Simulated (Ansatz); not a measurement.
System: SrTiO3 (I4/mcm, No. 140, 10 atoms in the cell; start mp-4651). Method: PBE0 (plane waves, PAW; Ansatz, a first-principles code).

Numerical settings: plane-wave cutoff 460 eV, 6×6×6 k mesh, Fermi–Dirac smearing 0.01 eV, no spin polarisation, scalar-relativistic PAW data made under PBE.

Cell (relaxed with PBEsol):

```
CELL_PARAMETERS angstrom
     -2.74385     2.74385     3.90452
      2.74385    -2.74385     3.90452
      2.74385     2.74385    -3.90452
ATOMIC_POSITIONS crystal
  Sr 0.75000 0.25000 0.50000
  Sr 0.25000 0.75000 0.50000
  Ti 0.00000 0.00000 0.00000
  Ti 0.50000 0.50000 0.00000
  O  0.77467 0.27467 0.04934
  O  0.22533 0.72533 0.95066
  O  0.27467 0.22533 0.50000
  O  0.72533 0.77467 0.50000
  O  0.75000 0.75000 0.00000
  O  0.25000 0.25000 0.00000
```

**Question.** What does this level give for the band gap?

**Answer.** 
band gap: 4.22 eV

Note: cell and atoms aren't relaxed at this level (largest force component 0.04 eV/Å, pressure 0.4 GPa).

Spin–orbit coupling is not included.

Static lattice: no zero-point or thermal effects.

A start named mp-… is a Materials Project structure, which need not be a measured phase.
